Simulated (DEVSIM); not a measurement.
Structure: GaAs p-i-n diode, at 300 K.

| layer (left to right) | material | thickness (μm) | Nd (cm⁻³) | Na (cm⁻³) | τn (s) | τp (s) |
|---|---|---|---|---|---|---|
| 1 | GaAs | 1.20 | - | 2.2e17 | 9.5e-9 | 9.5e-9 |
| 2 | GaAs | 0.750 | 5.9e13 | - | 9.5e-9 | 9.5e-9 |
| 3 | GaAs | 0.330 | 1.8e17 | - | 9.5e-9 | 9.5e-9 |

Left contact: ohmic. Right contact: ohmic. Voltage is applied to the left contact. Recombination: SRH at mid-gap, Auger. Mobility is μmin + (μ − μmin)/(1 + (N/Nref)^α).

This is a model device: material constants are rounded textbook-type values typed into the input, and sizes, dopings and lifetimes were drawn at random. Values at 300 K.

| parameter | GaAs |
|---|---|
| gap (eV) | 1.424 |
| affinity (eV) | 4.07 |
| permittivity | 12.9 |
| Nc (cm⁻³) | 4.7e17 |
| Nv (cm⁻³) | 9e18 |
| μn (cm²/Vs) | 8500 |
| μp (cm²/Vs) | 400 |
| μn,min | 500 |
| μp,min | 20 |
| Nref,n | 6e16 |
| Nref,p | 1.5e17 |
| αn | 0.39 |
| αp | 0.38 |
| Cn (cm⁶/s) | 1e-30 |
| Cp (cm⁶/s) | 1e-30 |

Model (solved in DEVSIM): 1D drift-diffusion, Boltzmann statistics, complete ionisation; no tunnelling, impact ionisation, image-force lowering or self-heating.

The doping Na of layer 1 was swept, all else fixed.

```tsv
doping Na of layer 1 (cm^-3)	dark forward voltage at 1 A/cm² (V)	potential step across the device at zero bias (V)	dark forward voltage at 100 A/cm² (V)
6.6e15	(withheld)	1.213	(withheld)
2.2e16	0.971	1.244	1.095
6.6e16	0.999	1.272	1.125
2.2e17	1.024	1.303	1.157
6.6e17	1.039	1.332	1.180
2.2e18	1.046	1.363	1.193
```

Problem. Complete the blanks.

Solution. 
- 6.6e15, dark forward voltage at 1 A/cm² (V): 0.938
- 6.6e15, dark forward voltage at 100 A/cm² (V): 1.063
